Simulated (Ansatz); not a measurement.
CdTe: response to strain

The parent structure is CdTe in the zinc blende structure (space group F-43m, No. 216; a = 6.558 Å).

Strains are applied to the cell and any free atomic positions relax.

Calculations: r2SCAN (Ansatz, an electronic-structure program), spin-orbit coupling left out.

```tsv
isotropic strain (%)	pressure (GPa)
0	0.0
0.5	-0.6
1	-1.1
1.5	-1.6
2	?
2.5	-2.5
3	-2.9
```

Fit P = P₀ − Bδ + Cδ² with δ = (1 + ε)³ − 1 to the rows shown and predict the withheld row.

Least squares on the printed values gives P₀ = 0.0 GPa, B = 38.6 GPa, C = 80.3 GPa (largest residual 0.0 GPa); this predicts -2.1 GPa, and the run gives -2.1 GPa, in agreement.

Whether these cells are dynamically stable was not tested.
